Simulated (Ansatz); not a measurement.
Start from a 12-atom supercell of SiSe2 (space group Ibam, No. 72; a = 6.301 Å, b = 9.302 Å, c = 5.856 Å; made of chains) at its relaxed geometry.

Computed with PBEsol (Ansatz, an electronic-structure program), no spin-orbit coupling.

For the base:

The pressure comes out as 0.0 GPa.

It is then changed as follows: one Li atom is added in an open site, starting 2.41 Å from the nearest host atom, atoms relaxed at fixed cell, starting from a slightly rattled geometry.

### Question
How does this affect the final site of the added atom?

### Answer
The final site of the added atom comes out as 4 Se at 2.63–2.80 Å.

### Question
Predict the new largest displacement of a host atom from its site in the perfect cell.

### Answer
The largest displacement of a host atom from its site in the perfect cell amounts to 0.21 Å.

### Question
Predict the new pressure.

### Answer
The pressure goes from zero to -0.3 GPa.

The magnetic state is the one reached from the starting moments; the real material's order can differ, and small cells can't hold many antiferromagnetic ones. In so small a cell the defect repeats every few ångströms: this is an ordered compound, not a dilute defect. A case with no gap was solved on a k-mesh chosen for an insulator, which is coarse for it. Seeded moments were not kept for Li interstitial (started 2.41 Å from the nearest host atom). No dispersion term is included in the PBEsol runs. The defect cell is spin-polarised and ends with 0.0 μB.
